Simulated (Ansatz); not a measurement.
The reference is MgS in the rock salt structure (space group Fm-3m, No. 225; a = 5.129 Å). Axes: x, y, z lie along the cube axes.

Method: DFT with LDA, PAW potentials and a 420 eV plane-wave cutoff in Ansatz (an electronic-structure program), without spin-orbit coupling.

For the base:

```
Property                             Value
---------------------  -------------------
Smallest direct gap                3.83 eV
Valence-band top at Γ  0.00, 0.00, 0.00 eV
```

Now apply this change: compressive biaxial strain of 3.00 % in the plane normal to [001], as in epitaxy on a mismatched substrate; the out-of-plane cell vector and the atoms relax.

Q: Estimate the effect on the in-plane stress, energy relative to the base, hole mass, smallest direct gap and valence-band top at Γ.

A: The mean in-plane stress (compression positive) comes out as +6.7 GPa; the energy rises by 20 meV/atom; the hole mass comes out as 0.23 mₑ out of plane, 0.90 mₑ in plane (at Γ); the smallest direct gap goes up by 0.25 eV (3.83 eV → 4.08 eV); the valence-band top at Γ (three highest levels, from the VBM) goes from 0.00, 0.00, 0.00 eV to 0.00, -0.18, -0.18 eV.

Masses are band curvatures over ±0.01 Å⁻¹ around the edge. No phonon test of stability was made.
